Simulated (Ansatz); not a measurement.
## CeB4 (P4/mbm, No. 127)

Method: PBEsol in Ansatz (PAW).

Numerical settings: plane-wave cutoff 500 eV, 6×6×10 k mesh (along the axes of the cell as run), Fermi–Dirac smearing 0.05 eV, no spin polarisation, scalar-relativistic PAW data made under PBE.

Cell (relaxed at this level):

```
CeB4
1.0
    7.12881     0.00000     0.00000
    0.00000     7.12881     0.00000
    0.00000     0.00000     4.04188
Ce B
4 16
Direct
  0.18731   0.68731   0.00000
  0.81269   0.31269   0.00000
  0.31269   0.18731   0.00000
  0.68731   0.81269   0.00000
  0.96124   0.82360   0.50000
  0.03876   0.17640   0.50000
  0.17640   0.96124   0.50000
  0.82360   0.03876   0.50000
  0.46124   0.67640   0.50000
  0.53876   0.32360   0.50000
  0.67640   0.53876   0.50000
  0.32360   0.46124   0.50000
  0.50000   0.50000   0.20200
  0.50000   0.50000   0.79800
  0.00000   0.00000   0.79800
  0.00000   0.00000   0.20200
  0.58778   0.08778   0.50000
  0.41222   0.91222   0.50000
  0.91222   0.58778   0.50000
  0.08778   0.41222   0.50000
```

```json
{
  "band_gap": "zero (no gap)"
}
```

Note: the relaxation could not lower the start's symmetry, so the cell can be a saddle point above a distorted one; the 4f shell is treated without U or exact exchange, so its levels and filling can be wrong.

Spin–orbit coupling is not included.

Static lattice: no zero-point or thermal effects.

The result took roughly 8 core-minutes.

Ansatz is a program for electronic structure.
